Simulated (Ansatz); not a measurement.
For As (model structure, started from the fcc type, Fm-3m, No. 225, 1 atoms in the cell), PBEsol in Ansatz (plane waves, PAW) gives:

```
Quantity                   Value
------------------  ------------
lattice constant a       4.192 Å
bulk modulus B0         87.3 GPa
cohesive energy     2.92 eV/atom
```

Task: What does r²SCAN (Ansatz, a quantum-chemistry and plane-wave program, plane waves, PAW) give for the same quantities?

Result: 
- lattice constant a: 4.243 Å (grows by 1.2 %)
- bulk modulus: 80.0 GPa (shrinks by 8.4 %)
- cohesive energy: 2.11 eV/atom (falls by 0.81 eV/atom)

Changes are worked out from the printed values.

Unless a cell is named, each level is at its own relaxed cell (PBEsol 18.42, r²SCAN 19.09 Å³/atom).

Caveats: the bulk modulus is −V dP/dV from two relaxed cells at ±2 % in volume (PBEsol, r²SCAN). Ansatz's density-functional and Hartree–Fock values are scalar-relativistic unless marked +SOC, with PAW data made under PBE.

A model structure was made by putting elements into a prototype or built by hand; it is no filed structure, need not be a known phase, and can be a saddle point held by its symmetry.
